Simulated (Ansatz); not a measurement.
MgS (Fm-3m), Ansatz (a quantum-chemistry and plane-wave program) with PBEsol with spin-orbit coupling, rigid bands: Condition of this run: hydrostatic pressure -2 GPa (the target of the relaxation). band gap 2.64 eV, N_c = 1.62e19 cm⁻³ and N_v = 9.51e19 cm⁻³ at 300 K, conductivity masses of 0.352 mₑ (electrons) and 1.22 mₑ (holes). Take k_BT = 0.02585 eV.

Problem. What thermal injection velocity √(2k_BT/πm) limits a ballistic channel?

Solution. 9.07e6 cm/s for electrons and 4.87e6 cm/s for holes, a ratio of √(m_h/m_e) = 1.86, for dilute carriers.

Problem. A film of it is 5 nm thick. Estimate the confinement energies in an infinite well.

Solution. ħ²π²/(2m t²) = 0.376 eV·nm²/(m/mₑ × t²) gives 42.7 meV for electrons and 12.3 meV for holes, so the gap would widen to about 2.70 eV. Finite barriers and nonparabolic bands lower this, and with several valleys or bands the heaviest mass along the normal sets the lowest level, not this average.

Problem. Find the intrinsic carrier density and the intrinsic Fermi level.

Solution. n_i = √(N_c N_v) exp(−E_g/2k_BT) = 3.93e19 × exp(−51.06) = 2.6e-3 cm⁻³. The level lies (k_BT/2) ln(N_v/N_c) = 23 meV from mid-gap (positive towards the conduction band). Each 0.1 eV added to the gap lowers n_i by a factor of 6.9.

Rigid, parabolic bands with the computed gap; masses take one relaxation time for all states.
